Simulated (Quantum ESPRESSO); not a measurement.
**Habitual settings against a tight run: HfNi₅ (F-43m, 6 atoms in the cell)**

Self-consistent single point.

```
CELL_PARAMETERS angstrom
     -3.31979     0.00000     3.31979
      0.00000     3.31979     3.31979
     -3.31979     3.31979     0.00000
ATOMIC_POSITIONS crystal
  Hf 0.50000 0.50000 0.50000
  Ni 0.87601 0.87601 0.87601
  Ni 0.37197 0.87601 0.87601
  Ni 0.87601 0.87601 0.37197
  Ni 0.87601 0.37197 0.87601
  Ni 0.25000 0.25000 0.25000
```
Moments meant for the start (each program seeds them in its own way; μB, in the order of the atoms Hf Ni Ni Ni Ni Ni): 0.0 0.0 0.0 0.0 0.0 2.0.

Level of theory: PBEsol, PSlibrary PAW (PBE) pseudopotentials (plane waves; Quantum ESPRESSO).

Base settings: ecutwfc = 55 Ry; ecutrho = 330 Ry; occupations = smearing; smearing = cold; degauss = 0.019992 Ry; nspin = 2; input_dft = pbesol; K_POINTS = automatic 6 6 6 0 0 0; conv_thr = 1e-09 Ry; mixing_beta = 0.5.

Tight run (finer mesh or higher cutoff; not a proven limit): ecutwfc: 55 Ry → 77 Ry; ecutrho: 330 Ry → 462 Ry; conv_thr: 1e-09 Ry → 7.3e-11 Ry; K_POINTS: automatic 6 6 6 0 0 0 → automatic 9 9 9 0 0 0. It gave Fermi level (on the code's own zero) 14.33 eV; pressure -5.81 GPa; largest force (vector length) 0.013 eV/Å; size of the cell's spin moment 0.60 μB; site moments (μB, in the program's spheres or projections) Hf -0.02, Ni 0.08, Ni 0.08, Ni 0.08, Ni 0.08, Ni 0.35.

Quick runs, as changes from the base:
- A: the base itself
- B: ecutwfc: 55 Ry → 38 Ry; ecutrho: 330 Ry → 228 Ry; input_dft: pbesol → default; conv_thr: 1e-09 Ry → 7.3e-06 Ry; pseudopotentials: {Hf: Hf.pbe-spn-kjpaw_psl.1.0.0.UPF, Ni1: Ni.pbe-n-kjpaw_psl.1.0.0.UPF, Ni2: Ni.pbe-n-kjpaw_psl.1.0.0.UPF} → {Hf: Hf.pz-spn-kjpaw_psl.1.0.0.UPF, Ni1: Ni.pz-n-kjpaw_psl.1.0.0.UPF, Ni2: Ni.pz-n-kjpaw_psl.1.0.0.UPF}; K_POINTS: automatic 6 6 6 0 0 0 → automatic 8 8 8 0 0 0 [LDA (PZ)]
- C: ecutwfc: 55 Ry → 28 Ry; ecutrho: 330 Ry → 168 Ry; smearing: cold → mp; input_dft: pbesol → default; pseudopotentials: {Hf: Hf.pbe-spn-kjpaw_psl.1.0.0.UPF, Ni1: Ni.pbe-n-kjpaw_psl.1.0.0.UPF, Ni2: Ni.pbe-n-kjpaw_psl.1.0.0.UPF} → {Hf: Hf.pz-spn-kjpaw_psl.1.0.0.UPF, Ni1: Ni.pz-n-kjpaw_psl.1.0.0.UPF, Ni2: Ni.pz-n-kjpaw_psl.1.0.0.UPF}; K_POINTS: automatic 6 6 6 0 0 0 → automatic 8 8 8 0 0 0 [LDA (PZ)]

Dashes: pressure of B, not trusted under this conv_thr with d or f elements.

† marks runs with another functional, U, potentials or spin treatment: their distance from the tight run is not a convergence error alone.

The count of work is k-points × plane waves × bands × iterations; it is no time. Core times come from one kind of shared machine and are given to one figure; runs under 30 s give none.

The starting cell comes from a database of computed structures (which also holds hypothetical and non-ambient phases and stackings), without a prior relaxation at this level. Its lattice was rescaled by a random factor within 2.5 % of one. The moments shrank to a small part of their start, a low-spin state that need not be the lowest. In the base run, with a pressure of about -6 GPa the cell is away from its equilibrium volume at this level.

| run | pressure less tight (GPa) | largest miss in a force vector (eV/Å) | size of the net moment less tight (μB/atom) | count of work / tight | core time / tight (rough) |
|---|---|---|---|---|---|
| A | -0.21 | 0.002 | -0.03 | 0.29 | 0.6 |
| B† | – | 0.008 | -0.04 | 0.21 | 0.2 |
| C† | -35.79 | 0.025 | -0.10 | 0.20 | 0.2 |

Left out of this page: 3 runs of the series outside the window shown, repeating another row's setting, or not comparable.
